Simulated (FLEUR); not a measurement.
Worked example: self-consistent single point of Ca3ZnSe4 (P-43m, 8 atoms in the cell) in FLEUR.

Method of the run: LDA (Perdew-Zunger), all-electron FLAPW (FLEUR), scalar-relativistic valence.

The change in words: lattice scaled by 0.98. Reference geometry:
```
Ca3ZnSe4
1.0
    6.33205     0.00000     0.00000
    0.00000     6.33205     0.00000
    0.00000     0.00000     6.33205
Ca Zn Se
3 1 4
Direct
  0.00000   0.50000   0.50000
  0.50000   0.00000   0.50000
  0.50000   0.50000   0.00000
  0.00000   0.00000   0.00000
  0.76991   0.76991   0.23009
  0.76991   0.23009   0.76991
  0.23009   0.23009   0.23009
  0.23009   0.76991   0.76991
```

Reference input (self-consistent single point, DFT, LDA (Perdew-Zunger), all-electron FLAPW (FLEUR), scalar-relativistic valence): Kmax = 3.8 1/bohr; GmaxXC = 15.2 1/bohr; xcFunctional = pz; jspins = 1; l_soc = F; mode = hist; fermiSmearingEnergy = 0.0001 Htr; mesh (inpgen div1-3) = 3 3 3; inpgen gamma flag = false; Gmax = 15.2 1/bohr; numbands = 0; maxIterBroyd = 25. This run's input differs from it in these lines:

```diff
@@ -3,5 +3,5 @@
 &input film=f /
-11.9658440869 0.0000000000 0.0000000000
-0.0000000000 11.9658440869 0.0000000000
-0.0000000000 0.0000000000 11.9658440869
+11.7265272807 0.0000000000 0.0000000000
+0.0000000000 11.7265272807 0.0000000000
+0.0000000000 0.0000000000 11.7265272807
 1.0
@@ -50,5 +50,5 @@
          <bravaisMatrix>
-            <row-1>   11.9658440869000007     0.0000000000000000     0.0000000000000000</row-1>
-            <row-2>    0.0000000000000000    11.9658440869000007     0.0000000000000000</row-2>
-            <row-3>    0.0000000000000000     0.0000000000000000    11.9658440869000007</row-3>
+            <row-1>   11.7265272806999992     0.0000000000000000     0.0000000000000000</row-1>
+            <row-2>    0.0000000000000000    11.7265272806999992     0.0000000000000000</row-2>
+            <row-3>    0.0000000000000000     0.0000000000000000    11.7265272806999992</row-3>
          </bravaisMatrix>
```

Output (repeated stretches shortened):

```
 Iteration:     1   Distance:       5.76178902 me/bohr^3
 Iteration:     2   Distance:       5.19683962 me/bohr^3
 Iteration:     3   Distance:       3.20583695 me/bohr^3
 Iteration:     4   Distance:       1.62060180 me/bohr^3
 Iteration:     5   Distance:       1.32007525 me/bohr^3
   [... 8 lines left out ...]
 Iteration:    14   Distance:       0.00019256 me/bohr^3
 Iteration:    15   Distance:       0.00019015 me/bohr^3
 Iteration:    16   Distance:       0.00002481 me/bohr^3
 Iteration:    17   Distance:       0.00000279 me/bohr^3
 Reset of history
 Run finished successfully
 Stop message:
   Structural relaxation: new displacements generated

[file out, last iteration]
             iter=     18
[...]
          total density-effective poten   -2.1653749866E+04
          total charge density-energy d   -5.1205334650E+02
 Updated energy parameters for spin:           1
[...]
 fermi energy and band-weighting factors:
   [... 8 lines left out ...]

[...]
FERMIE:
          first approx. to ef    (T=0)  :   0.077511 htr   (energy of the highest occ. eigenvalue)
          number of occ. states  (T=0)  :        265
          first approx. to seigv (T=0)  : -86.048097 htr
          sum of weights of occ. states :  53.000000
          sum of semicore charge        :   0.000000 e
FERHIS:  Fermi-Energy by histogram:
          bandgap                     :   0.073533 htr
   [... lines left out ...]
          charge neutrality (T=0)     :   0.000000    (zero if the highest occ. eigenvalue is "entirely" occupied)
 Direct bandgap for spin            1 :    7.6659760719817630E-002  Htr
 ---->    free energy=                    -13538.5211144633 htr
   [... lines left out ...]
 TOTAL FORCE FOR ATOM TYPE=  1  X=  0.000   Y=  5.863   Z=  5.863
                       FX_TOT= 0.000000 FY_TOT= 0.000000 FZ_TOT= 0.000000
 TOTAL FORCE FOR ATOM TYPE=  2  X=  0.000   Y=  0.000   Z=  0.000
                       FX_TOT= 0.000000 FY_TOT= 0.000000 FZ_TOT= 0.000000
 TOTAL FORCE FOR ATOM TYPE=  3  X= -2.698   Y= -2.698   Z=  2.698
                       FX_TOT= 0.001681 FY_TOT= 0.001681 FZ_TOT=-0.001681
```

The run converged in 17 iterations. FLEUR gives forces in its relaxation mode, with a further iteration, so its stop message speaks of a relaxation. Against the reference run the free energy falls by 12.4 meV/atom, the largest force goes from 0.133 to 0.150 eV/Å and the gap on the mesh goes from 1.902 to 2.001 eV.

The starting cell comes from a database of computed structures (which also holds hypothetical and non-ambient phases and stackings), without a prior relaxation at this level. Its lattice was rescaled by a random factor within 2.5 % of one. For this run, on top of that: lattice scaled by 0.98. Values depend on the basis (sphere radii, cutoffs, local orbitals), which need not be converged.

Cost on one core of a shared machine: roughly 5 min.
